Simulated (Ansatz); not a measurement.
We consider BeCdO₂ (model structure, started from the ScAlN2 type, P3m1, No. 156, 4 atoms in the cell), described by LDA (PAW; Ansatz, a quantum-chemistry and plane-wave program).

Run with plane-wave cutoff 520 eV, 12×12×8 k mesh (along the axes of the cell as run), Fermi–Dirac smearing 0.01 eV, scalar-relativistic PAW data made under PBE.

Cell (relaxed at this level):

```cif
data_BeCdO2
_chemical_formula_sum 'Cd1 O2 Be1'
_space_group_name_H-M_alt 'P 1'
_space_group_IT_number 1
_cell_length_a 2.99042
_cell_length_b 2.99042
_cell_length_c 5.39517
_cell_angle_alpha 90.000
_cell_angle_beta 90.000
_cell_angle_gamma 120.000
loop_
_space_group_symop_operation_xyz
  'x, y, z'
loop_
_atom_site_label
_atom_site_type_symbol
_atom_site_fract_x
_atom_site_fract_y
_atom_site_fract_z
_atom_site_occupancy
Cd1 Cd 0.33333 0.66667 0.02933 1
O1 O 0.33333 0.66667 0.42055 1
Be1 Be 0.66667 0.33333 0.51745 1
O2 O 0.66667 0.33333 0.80267 1
```

Task: Give the computed band gap.

Result: 
band gap: 0.82 eV

Note: the relaxation could raise the start's symmetry but not lower it, so the cell can be a saddle point.

Spin–orbit coupling is not included.

The computed numbers hold no vibrational or temperature effects.

A model structure was made by putting elements into a prototype or built by hand; it is no filed structure, need not be a known phase, and can be a saddle point held by its symmetry.
